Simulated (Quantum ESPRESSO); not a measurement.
Quantum ESPRESSO run on ZrCu5 (P1, 6 atoms in the cell): self-consistent single point.

Level of theory: PBEsol, PSlibrary PAW (PBE) pseudopotentials (plane waves; Quantum ESPRESSO 7.5).

```
CELL_PARAMETERS angstrom
      0.00000     3.41154     3.41154
      3.41154     0.00000     3.41154
      3.41154     3.41154     0.00000
ATOMIC_POSITIONS crystal
  Zr 0.01972 0.99637 0.98865
  Cu 0.74205 0.74923 0.74974
  Cu 0.34411 0.90222 0.37304
  Cu 0.39316 0.37103 0.38328
  Cu 0.85256 0.38853 0.38503
  Cu 0.39840 0.34262 0.87026
```

Reference input (self-consistent single point, DFT, LDA (PZ), plane waves, PSlibrary PAW (LDA) pseudopotentials): ecutwfc = 55 Ry; ecutrho = 330 Ry; occupations = smearing; smearing = gaussian; degauss = 0.0036749 Ry; potentials = {Zr: Zr.pz-spn-kjpaw_psl.1.0.0.UPF, Cu: Cu.pz-dn-kjpaw_psl.1.0.0.UPF}; K_POINTS = automatic 4 4 4 0 0 0; conv_thr = 1e-09 Ry. This run's input differs from it in these lines:

```diff
@@ -17,2 +17,3 @@
  degauss = 0.0036749,
+ input_dft = 'pbesol',
 /
@@ -22,4 +23,4 @@
 ATOMIC_SPECIES
-Zr    91.2240  Zr.pz-spn-kjpaw_psl.1.0.0.UPF
-Cu    63.5460  Cu.pz-dn-kjpaw_psl.1.0.0.UPF
+Zr    91.2240  Zr.pbe-spn-kjpaw_psl.1.0.0.UPF
+Cu    63.5460  Cu.pbe-dn-kjpaw_psl.1.0.0.UPF
 CELL_PARAMETERS angstrom
```

Output (repeated stretches shortened):

```
     Self-consistent Calculation

     iteration #  1     ecut=    55.00 Ry     beta= 0.70

     total energy              =   -1354.85595947 Ry
     estimated scf accuracy    <       0.70385309 Ry

     iteration #  2     ecut=    55.00 Ry     beta= 0.70

     total energy              =   -1354.85555527 Ry
     estimated scf accuracy    <       3.37849175 Ry

     iteration #  3     ecut=    55.00 Ry     beta= 0.70

     total energy              =   -1355.29577358 Ry
     estimated scf accuracy    <       0.02159087 Ry

   [... 9 blocks of this kind left out ...]

     iteration # 13     ecut=    55.00 Ry     beta= 0.70

     total energy              =   -1355.30607366 Ry
     estimated scf accuracy    <       0.00000001 Ry

     iteration # 14     ecut=    55.00 Ry     beta= 0.70
     End of self-consistent calculation

     the Fermi energy is    13.5526 ev

!    total energy              =   -1355.30607366 Ry
     estimated scf accuracy    <          9.3E-11 Ry
     smearing contrib. (-TS)   =      -0.00040341 Ry
     internal energy E=F+TS    =   -1355.30567025 Ry

     convergence has been achieved in  14 iterations

     Forces acting on atoms (cartesian axes, Ry/au):

     atom    1 type  1   force =     0.00527608   -0.00279138   -0.02454426
     atom    2 type  2   force =    -0.00473727    0.00631437    0.00349633
     atom    3 type  2   force =    -0.02183969    0.04696879   -0.02437740
     atom    4 type  2   force =    -0.01869974   -0.05339228   -0.01936887
     atom    5 type  2   force =    -0.01389298    0.01149204    0.05489088
     atom    6 type  2   force =     0.05389360   -0.00859155    0.00990332

     Total force =     0.118237     Total SCF correction =     0.000024

          total   stress  (Ry/bohr**3)                   (kbar)     P=       -6.25
  -0.00014767   0.00012240  -0.00008394          -21.72       18.01      -12.35
   0.00012240  -0.00000137   0.00002481           18.01       -0.20        3.65
  -0.00008394   0.00002481   0.00002166          -12.35        3.65        3.19

   JOB DONE.
```

The run converged in 14 iterations. Against the reference run the pressure goes from -6.00 to -0.62 GPa and the largest force goes from 1.421 to 1.537 eV/Å. The full log also holds: “c_bands:  1 eigenvalues not converged”.

The starting cell comes from a database of computed structures (which also holds hypothetical and non-ambient phases and stackings), without a prior relaxation at this level. Its atoms were displaced at random from the sites of space group no. 216. Spin polarisation is off. Forces in this geometry exceed 1 eV/Å.

Cost on one core of a shared machine: roughly 2 min.
